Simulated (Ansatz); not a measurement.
End structure of the (21-33) surface of hcp Zr in its 1x1 cell, outermost plane spacing 0.15 Å in the ideal cut:

```yaml
crystal:
  lattice:
    - [6.09740, 0.00000, 0.00000]
    - [0.85684, 8.50934, 0.00000]
    - [0.00000, 0.00000, 26.50000]
  atoms:
    - { symbol: Zr, position: [0.36211, 0.91221, 0.32050] }
    - { symbol: Zr, position: [0.87612, 0.80356, 0.32489] }
    - { symbol: Zr, position: [0.44597, 0.25176, 0.34859] }
    - { symbol: Zr, position: [0.96241, 0.13316, 0.35221] }
    - { symbol: Zr, position: [0.52913, 0.61834, 0.37573] }
    - { symbol: Zr, position: [0.04643, 0.49222, 0.38337] }
    - { symbol: Zr, position: [0.61586, 0.96676, 0.41500] }
    - { symbol: Zr, position: [0.13399, 0.84092, 0.42060] }
    - { symbol: Zr, position: [0.70159, 0.31363, 0.44459] }
    - { symbol: Zr, position: [0.21106, 0.19831, 0.44979] }
    - { symbol: Zr, position: [0.78788, 0.65615, 0.47660] }
    - { symbol: Zr, position: [0.30453, 0.54621, 0.48266] }
    - { symbol: Zr, position: [0.88177, 0.01191, 0.51734] }
    - { symbol: Zr, position: [0.39842, 0.90197, 0.52340] }
    - { symbol: Zr, position: [0.97524, 0.35981, 0.55021] }
    - { symbol: Zr, position: [0.48470, 0.24450, 0.55541] }
    - { symbol: Zr, position: [0.05231, 0.71720, 0.57940] }
    - { symbol: Zr, position: [0.57044, 0.59136, 0.58500] }
    - { symbol: Zr, position: [0.13987, 0.06590, 0.61663] }
    - { symbol: Zr, position: [0.65717, 0.93978, 0.62427] }
    - { symbol: Zr, position: [0.22388, 0.42496, 0.64779] }
    - { symbol: Zr, position: [0.74032, 0.30636, 0.65141] }
    - { symbol: Zr, position: [0.31017, 0.75457, 0.67511] }
    - { symbol: Zr, position: [0.82419, 0.64592, 0.67950] }
```

Set-up: 24 atoms, 10.1 Å thick at the start (thin: gaps and levels are the slab's own); mesh 6x5x1; 0.1 eV smearing; dipole correction on; all atoms relaxed; held to the start's symmetry, so lower structures may exist; no spin, no spin-orbit, no U.

Problem. What surface energy (mean of both faces) does PBE (Ansatz, a quantum-chemistry and plane-wave program) give?

Solution. 106 meV/Å^2

Problem. What is the computed work function of the top face (PBE)?

Solution. 3.64 eV
